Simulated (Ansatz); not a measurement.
**How far to go with the plane-wave cutoff: SnO (P4mm, 4 atoms in the cell)**

```xyz
4
Lattice="3.7810 0.0000 0.0000 0.0000 3.7810 0.0000 0.0000 0.0000 4.8158" Properties=species:S:1:pos:R:3 pbc="T T T"
Sn     1.8905     0.0000     3.7196
Sn     0.0000     1.8905     1.1462
O      1.8905     1.8905     0.0000
O      0.0000     0.0000     0.0000
```

Computed with PBEsol, PAW files made with PBE (plane waves; Ansatz, an electronic-structure program).

Base settings: basis.ecutwfc = 30.9 Ry; kpoints.mp_grid.grid = 7 7 5; hamiltonian.xc = pbesol; hamiltonian.pseudopotentials = {kind: paw} (the program's default PAW files); scf.occupations.method = fermi_dirac; scf.occupations.width = 0.0015 Ry.

The second cell is the first with its lattice scaled by 0.98.

The mesh stays at the base's, so the ladder's end is converged at best in this setting alone.

The first pressure column holds Ansatz's estimate of the finite-basis (Pulay) stress, which hides part of the cutoff error; the other is without it.

Only quantities that move along the ladder and can be compared are tabulated.

The count of work is k-points × plane waves × bands × iterations; it is no time. 

The starting cell has typed, rounded lattice constants, without a prior relaxation at this level. Its lattice was rescaled by up to half a per cent. One atom was moved a little off its site on purpose. In the base run, with a pressure of about 3 GPa the cell is away from its equilibrium volume at this level.

| basis.ecutwfc | free energy less the last step's (meV/atom) | energy of the compressed cell less the first (meV/atom) | pressure (GPa) | pressure without the Pulay estimate (GPa) | largest difference of a force vector from the last step's (eV/Å) | count of work / last |
|---|---|---|---|---|---|---|
| 10.7 Ry | 26532.41 | 79.55 | 16.54 | -769.01 | 3.214 | 0.055 |
| 12.5 Ry | 11689.72 | 79.92 | 30.31 | -392.45 | 3.761 | 0.078 |
| 14 Ry | 5812.93 | 115.24 | 11.84 | -218.58 | 1.543 | 0.081 |
| 15.4 Ry | 3090.55 | 37.78 | 4.89 | -126.90 | 0.204 | 0.097 |
| 16.9 Ry | 1592.12 | 37.75 | 1.79 | -70.45 | 0.426 | 0.11 |
| 18.4 Ry | 843.98 | 28.55 | 0.79 | -39.15 | 0.313 | 0.12 |
| 21.7 Ry | 211.45 | 39.13 | 2.78 | -9.44 | 0.066 | 0.16 |
| 24.6 Ry | 57.92 | 42.45 | 3.25 | -0.86 | 0.011 | 0.19 |
| 27.9 Ry | 11.37 | 43.36 | 3.34 | 2.31 | 0.003 | 0.23 |
| 30.9 Ry | 2.52 | 43.35 | 3.32 | 3.10 | 0.002 | 0.26 |
| 33.8 Ry | 0.97 | 43.37 | 3.32 | 3.28 | 0.002 | 0.31 |
| 37.1 Ry | 0.73 | 43.35 | 3.32 | 3.31 | 0.001 | 0.35 |
| 41.5 Ry | 0.55 | 43.34 | 3.32 | 3.30 | 0.001 | 0.42 |
| 46.3 Ry | 0.36 | 43.33 | 3.31 | 3.31 | 0.001 | 0.49 |
| 54 Ry | 0.24 | 43.31 | 3.31 | 3.31 | 0.000 | 0.62 |
| 61.7 Ry | 0.11 | 43.31 | 3.31 | 3.30 | 0.000 | 0.75 |
| 74.2 Ry | 0.00 | 43.30 | 3.31 | 3.31 | 0.000 | 1.0 |

Coarsest basis.ecutwfc that holds the pressure within 0.1 GPa of the last step, with all finer ones: 24.6 Ry, at 0.19 of the last step's count of work; the step before is off by 0.53 GPa.

Coarsest basis.ecutwfc that holds the forces within 0.02 eV/Å of the last step, with all finer ones: 24.6 Ry, at 0.19 of the last step's count of work; the step before is off by 0.066 eV/Å.

Coarsest basis.ecutwfc that holds the pressure without the Pulay estimate within 0.1 GPa of the last step, with all finer ones: 33.8 Ry, at 0.31 of the last step's count of work; the step before is off by 0.21 GPa.

The energy difference between the two cells stays within 1 meV/atom of the last step's from 24.6 Ry on, the total only from 33.8 Ry on: much of the error is common to both cells and cancels.

Two neighbours can agree and both be off: 10.7 Ry and 12.5 Ry differ by 0.37 meV/atom in the energy of the compressed cell less the first, yet lie about 37 meV/atom from the last step.

At the lowest cutoff the pressure without the Pulay estimate lies 772 GPa under the last step's, the usual sign of Pulay stress in an incomplete plane-wave basis.

Keys are those of Ansatz 0.2.
